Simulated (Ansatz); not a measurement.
Take SrTiO3 in the cubic perovskite structure (space group Pm-3m, No. 221) as the base.

```cif
data_O3SrTi
_chemical_formula_sum 'Sr1 Ti1 O3'
_space_group_name_H-M_alt 'P 1'
_space_group_IT_number 1
_cell_length_a 3.93642
_cell_length_b 3.93642
_cell_length_c 3.93642
_cell_angle_alpha 90.000
_cell_angle_beta 90.000
_cell_angle_gamma 90.000
loop_
_space_group_symop_operation_xyz
  'x, y, z'
loop_
_atom_site_label
_atom_site_type_symbol
_atom_site_fract_x
_atom_site_fract_y
_atom_site_fract_z
_atom_site_occupancy
Sr1 Sr 0.00000 0.00000 0.00000 1
Ti1 Ti 0.50000 0.50000 0.50000 1
O1 O 0.50000 0.00000 0.50000 1
O2 O 0.00000 0.50000 0.50000 1
O3 O 0.50000 0.50000 0.00000 1
```

Calculations: Kohn–Sham DFT with the PBE functional, run in Ansatz (a first-principles code) with PAW and 420 eV plane waves, without spin-orbit coupling.

One change was made to it. Results:

```tsv
quantity	base	after
smallest direct gap	2.20 eV	2.20 eV
band gap	1.84 eV	1.85 eV
lattice parameter a	3.936 Å	3.934 Å
gap character	indirect, R → Γ	indirect, R → Γ
```

Name the change that was made.
A) pressure 0.3 GPa
B) pressure 10 GPa
C) pressure −1 GPa

A, pressure 0.3 GPa. For comparison, the lattice parameter a in the other runs: pressure 10 GPa gives 3.868 Å; pressure −1 GPa gives 3.944 Å.

Load acts through the strain it causes; cell and atoms are relaxed under it. Whether these cells are dynamically stable was not tested. Competing high-pressure phases were not computed. All final runs are without spin polarisation. Many cubic perovskites are stable only at high temperature; tilts and polar distortions were not tested.
